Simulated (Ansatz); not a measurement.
## Au in the fcc (Cu type) structure (space group Fm-3m, No. 225)

Au has the cubic space group Fm-3m (No. 225), the fcc (Cu type) structure, Pearson symbol cF4. Cell: a = b = c = 4.083 Å, α = β = γ = 90.00°. Au on 4a is coordinated by 12 Au at 2.887 Å (cuboctahedral). (Neighbours: up to the widest gap in distance over summed covalent radii, below 1.35, at either atom.)
(The calculation used a cell of 1 atom; values per cell refer to that cell.)

Calculations: PBEsol (Ansatz, an electronic-structure program), no spin-orbit coupling, earlier PAW set. k-mesh 20×20×20 (Γ-centred); smearing 0.05 eV (Fermi–Dirac).

| Quantity | Result |
|---|---|
| Volume per atom | 17.02 Å³ |
| Density | 19.22 g/cm³ |
| Band gap | zero |
| Total energy | -13008.842 eV/atom (σ→0; compares only within this code and set-up) |

No phonon test of stability was made.
